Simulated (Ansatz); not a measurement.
Consider KCl in the rock salt structure (space group Fm-3m, No. 225; a = 6.243 Å). Axes: x, y, z lie along the cube axes.

Structures relaxed with Ansatz (an electronic-structure program) PBEsol, scalar-relativistic without spin-orbit coupling.

Base:

Simulated powder pattern, Mo Kα, λ = 0.71073 Å (kinematic, ideal powder, no thermal factors, no anomalous dispersion; the 8 strongest lines at most, above 2 %, up to 2θ = 40°):

```json
[
 {"2θ (°)": "13.07", "I/Imax (%)": "100", "hkl": "(200)"},
 {"2θ (°)": "18.53", "I/Imax (%)": "72", "hkl": "(220)"},
 {"2θ (°)": "22.75", "I/Imax (%)": "25", "hkl": "(222)"},
 {"2θ (°)": "26.32", "I/Imax (%)": "12", "hkl": "(400)"},
 {"2θ (°)": "29.50", "I/Imax (%)": "32", "hkl": "(420)"},
 {"2θ (°)": "32.39", "I/Imax (%)": "23", "hkl": "(422)"},
 {"2θ (°)": "37.57", "I/Imax (%)": "7.1", "hkl": "(440)"},
 {"2θ (°)": "39.94", "I/Imax (%)": "15", "hkl": "(442)"}
]
```

After one change:

Simulated powder pattern, Mo Kα, λ = 0.71073 Å (kinematic, ideal powder, no thermal factors, no anomalous dispersion; the 8 strongest lines at most, above 2 %, up to 2θ = 40°):

```tsv
2θ (°)	I/Imax (%)
13.00	100
18.15	38
18.69	35
22.39	19
26.16	12
28.97	17
29.66	15
32.03	12
```

Problem. Which of these changes matches the shifts?
(A) biaxial strain +1.25 %, plane normal [111], relaxed out of plane
(B) biaxial strain −2.08 %, plane normal [111], relaxed out of plane
(C) biaxial strain +2.08 %, plane normal [111], relaxed out of plane
(D) biaxial strain −1.25 %, plane normal [111], relaxed out of plane

Solution. C, biaxial strain +2.08 %, plane normal [111], relaxed out of plane. Its volume per atom is 31.00 Å³ against 30.41 Å³, and its space group is R-3m (No. 166).

Whether these cells are dynamically stable was not tested.
